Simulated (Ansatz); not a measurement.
## LiF: energy against strain

LiF (rock salt, Fm-3m, 8.047 Å³/atom at rest, cube axes along x, y and z) under a strain ε along a cube axis (axis z), the other axes held. PBEsol in Ansatz, a plane-wave DFT program (PAW, default set), 420 eV, 14×14×14 Γ-centred mesh, Fermi-Dirac smearing 0.05 eV; ions are relaxed within the symmetry of each cell.

Here s stands for strain and y for E less E0.

| strain (%) | E less E0 (meV/atom) |
|---|---|
| -1.50 | 0.73 |
| -1.00 | 0.32 |
| -0.50 | 0.07 |
| 0.00 | 0.00 |
| 0.50 | 0.07 |
| 1.00 | 0.30 |
| 1.50 | 0.67 |
| 3.00 | ? |

Q: Using a parabola, estimate the missing y at s = 3.00 from the other rows, showing the fit.

A: Least squares gives y = -0.005 - 0.0157·s + 0.3133·s². Residuals (row less fit): 0.007, -0.004, -0.011, 0.005, 0.005, 0.007, -0.006; standard error 0.009 (degrees of freedom: 4). Twice the quadratic coefficient over the volume, 2 × 0.3133 meV × 10⁴ × 0.1602 / 8.047 Å³, is the elastic constant C11 = 125 ± 1.6 GPa. At the withheld row, y = -0.005 - 0.0157 × 3.0 + 0.3133 × 3.0² = 2.768 meV/atom. The calculation gives 2.51 meV/atom, 0.258 meV/atom below the prediction (10.3 % of the range of y in the table). The row lies outside the fitted rows, so this is an extrapolation. From the scatter of the fitted rows alone, a prediction at this place has a standard error of 0.034 meV/atom, so the miss is 7.6 times that.

One order more, fitted to all 13 runs of the series, follows each within 0.01, so the miss is the next term of a smooth law. Rows are the converged runs of the series near zero and its far end; series whose fitted rows scatter by over a few per cent of the range, as at a crossing or softening among them, aren't shown in this form. Most that stay on the fit to the last digits aren't either.
